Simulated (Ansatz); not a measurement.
# MoSi2: transverse stress against strain

MoSi2 (MoSi2 type, I4/mmm, 13.061 Å³/atom and stress up to 0.01 GPa in the relaxed cell, c along z) under a strain ε along a (axis x), the other axes held. LDA in Ansatz, a plane-wave DFT program (PAW, default set), 420 eV, 25×25×25 Γ-centred mesh, Fermi-Dirac smearing 0.10 eV; ions are relaxed, or left where forces stay under 0.02 eV/Å, within the symmetry of each cell. Stress is positive for a compressed cell.

Here s stands for strain and y for stress zz.

| strain (%) | stress zz (GPa) |
|---|---|
| -3.00 | ? |
| -1.50 | 1.58 |
| -1.00 | 1.03 |
| -0.50 | 0.51 |
| 0.00 | 0.00 |
| 0.50 | -0.50 |
| 1.00 | -0.97 |
| 1.50 | -1.42 |

### Question
Using a straight line, estimate the missing y at s = -3.00 from the other rows, showing the fit.

### Answer
Means: s 0, y 0.033. About the means, the sum of products is -7.0050 and the sum of squares of s is 7.0000; the slope is their ratio. Least squares gives y = 0.033 - 1.0007·s. Residuals (row less fit): 0.046, -0.004, -0.023, -0.033, -0.033, -0.002, 0.048; standard error 0.038 (degrees of freedom: 5). The slope gives the elastic constant C13 = about 100 GPa. At the withheld row, y = 0.033 - 1.0007 × (-3.0) = 3.035 GPa. The calculation gives 3.37 GPa, 0.335 GPa above the prediction (7.0 % of the range of y in the table). The row lies outside the fitted rows, so this is an extrapolation. From the scatter of the fitted rows alone, a prediction at this place has a standard error of 0.059 GPa, so the miss is 5.7 times that.

A polynomial of degree 2 through the 12 other runs of the series gives 3.35 there, so most of the miss is curvature that the fit leaves out. In a metal these values are sensitive to mesh and smearing; energies are taken to zero smearing, stresses follow the free energy. Rows are the converged runs of the series near zero and its far end; series whose fitted rows scatter by over a few per cent of the range, as at a crossing or softening among them, aren't shown in this form, nor equations of state whose B0' disagrees with the runs' pressures. Most that stay on the fit to the last digits aren't either.
